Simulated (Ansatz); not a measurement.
Base system: Y in the hcp (Mg type) structure (space group P6_3/mmc, No. 194).

```
Y
1.0
    3.59943     0.00000     0.00000
   -1.79972     3.11720     0.00000
    0.00000     0.00000     5.58709
Y
2
Cartesian
  1.79972   1.03907   4.19032
  0.00000   2.07813   1.39677
```

All numbers come from PBEsol (Ansatz, a program for electronic structure; PAW; 420 eV plane waves; no SOC).

Before the change:

- Lattice parameter a: 6.802 bohr
- c/a ratio: 1.552

One thing is altered: cell and atoms relaxed at a pressure of 9 GPa.

### Question
What happens to the lattice parameter a?

### Answer
The lattice parameter a shrinks by 0.404 bohr (6.802 bohr → 6.398 bohr).

### Question
What does the calculation give for the c/a ratio after the change?

### Answer
The c/a ratio grows by 0.022 (1.552 → 1.574).

Load acts through the strain it causes; cell and atoms are relaxed under it. No phonon test of stability was made. Competing high-pressure phases were not computed. All final runs are without spin polarisation.
